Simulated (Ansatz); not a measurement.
Ansatz (a quantum-chemistry and plane-wave program), DFT, PBE, plane waves, its default PAW files, spin-polarised: Ni(111) slab of 4 layers, 1x1, atoms displaced, unrelaxed, 4 atoms, spin-polarised from a ferromagnetic start (1 μB on Ni). Basis and mesh were picked for this test and aren't claimed converged.

| Property | Value |
|---|---|
| cell | 2.49, 2.49, 16.10 Å; 90, 90, 60° |
| distance to the nearest atom | 2.44 to 2.45 Å |
| task | single point |
| k mesh | 10×10×1 |
| hamiltonian.xc | pbe |
| kind of files | paw |
| scf.occupations.method | fermi_dirac |
| scf.occupations.width | 0.2 eV |
| output.forces | true |
| magnetization.spin_polarized | true |
| binding of workers (--pin) | off |
| k-point pools (--kpoint-pools) | 1 |
| memory maximum (--max-ram) | 8GiB |
| accuracy | medium (default) |
| basis.precision | auto (default) |
| basis.xc_grid | 2 (default) |
| scf.eigensolver.kind | auto (default) |
| scf.convergence.dr2_threshold | 1e-07 (default) |
| scf.lower_state_search | light (default) |
| k-points after symmetry (for each spin) | 52 |
| bands at the start | 48 |
| electrons | 72 |
| plane waves at Γ | 1631 |
| cutoff (eV) | 420 |
| FFT grid | 18×18×108 |
| symmetry operations | 1 |

One run each.

All on 4 threads. Base settings, kept where nothing else is said: scf.mixing.algorithm = auto (default), scf.mixing.preconditioner = auto (default), scf.algorithm = auto (default) (scf.mixing.beta, scf.mixing.ndim, scf.mixing.q_tf, scf.mixing.beta_mag not set). The settings tried:
- scf.mixing.preconditioner = ldos
- scf.mixing.algorithm = anderson, scf.mixing.ndim = 16
- scf.mixing.algorithm = broyden, scf.mixing.beta = 0.1
- scf.algorithm = direct_min
- scf.mixing.algorithm = broyden, scf.mixing.preconditioner = kerker, scf.mixing.q_tf = 1.5 1/Å
- scf.mixing.algorithm = broyden, scf.mixing.beta_mag = 0.3
- the base settings
- scf.mixing.algorithm = broyden, scf.mixing.beta_mag = 2
- scf.mixing.ndim = 4
- scf.mixing.algorithm = anderson, scf.mixing.ndim = 4
- scf.mixing.algorithm = broyden, scf.mixing.beta = 1
- scf.mixing.preconditioner = local_kerker
- scf.mixing.preconditioner = none
- scf.mixing.algorithm = msr1
- scf.mixing.algorithm = broyden, scf.mixing.beta = 0.7
- scf.mixing.preconditioner = kerker
- scf.mixing.algorithm = anderson
- scf.mixing.preconditioner = kerker_dos
- scf.mixing.ndim = 16
- scf.mixing.algorithm = broyden
- scf.mixing.algorithm = broyden, scf.mixing.preconditioner = kerker, scf.mixing.q_tf = 0.5 1/Å
- scf.mixing.algorithm = broyden, scf.mixing.beta = 0.3
- scf.mixing.algorithm = broyden, scf.mixing.preconditioner = none
- scf.mixing.algorithm = broyden, scf.mixing.preconditioner = kerker
- scf.mixing.algorithm = anderson, scf.mixing.ndim = 1

Task: Which settings need the fewest SCF iterations, which the most, and do any fail to converge?

Result: Fewest SCF iterations, with those close behind: scf.algorithm = direct_min (12); scf.mixing.algorithm = anderson, scf.mixing.ndim = 16 (15); scf.mixing.ndim = 16 (15). Most among those that reach the base run's result: scf.mixing.algorithm = anderson, scf.mixing.ndim = 1 (49); scf.mixing.preconditioner = kerker_dos (47). All converged. In the base run the program took: scf.mixing.algorithm MSR1, scf.mixing.preconditioner LDOS, scf.eigensolver.kind band_cg, --slots 4.

```tsv
setting	SCF iterations	applications of H to a band	end
scf.algorithm = direct_min	12	944365	converged
scf.mixing.algorithm = anderson, scf.mixing.ndim = 16	15	155940	converged, no check of stability
scf.mixing.ndim = 16	15	143799	converged
the base settings	16	150293	converged
scf.mixing.algorithm = msr1	16	150293	converged
scf.mixing.algorithm = broyden	16	172782	converged, no check of stability
scf.mixing.algorithm = anderson	16	166865	converged, no check of stability
scf.mixing.preconditioner = ldos	16	150293	converged
scf.mixing.algorithm = broyden, scf.mixing.beta = 0.3	16	172782	converged, no check of stability
scf.mixing.algorithm = broyden, scf.mixing.beta_mag = 0.3	16	160025	converged, no check of stability
scf.mixing.ndim = 4	17	164638	converged
scf.mixing.algorithm = broyden, scf.mixing.beta = 0.7	18	184410	converged, no check of stability
scf.mixing.algorithm = anderson, scf.mixing.ndim = 4	18	173511	converged, no check of stability
scf.mixing.algorithm = broyden, scf.mixing.beta_mag = 2	18	180877	converged, no check of stability
scf.mixing.algorithm = broyden, scf.mixing.beta = 1	19	178407	converged, no check of stability
scf.mixing.algorithm = broyden, scf.mixing.preconditioner = none	22	204974	converged, no check of stability
scf.mixing.algorithm = broyden, scf.mixing.preconditioner = kerker, scf.mixing.q_tf = 0.5 1/Å	22	185498	converged, no check of stability
scf.mixing.preconditioner = local_kerker	23	178886	converged
scf.mixing.algorithm = broyden, scf.mixing.beta = 0.1	23	210867	converged, no check of stability
scf.mixing.preconditioner = none	27	229882	converged
scf.mixing.algorithm = broyden, scf.mixing.preconditioner = kerker, scf.mixing.q_tf = 1.5 1/Å	30	287114	converged, no check of stability
scf.mixing.preconditioner = kerker	31	239100	converged
scf.mixing.algorithm = broyden, scf.mixing.preconditioner = kerker	38	325649	converged, no check of stability
scf.mixing.preconditioner = kerker_dos	47	374247	converged
scf.mixing.algorithm = anderson, scf.mixing.ndim = 1	49	592248	converged, no check of stability
```

An iteration's cost differs between solvers, so these counts don't give the time.

Keys are those of Ansatz 0.2.
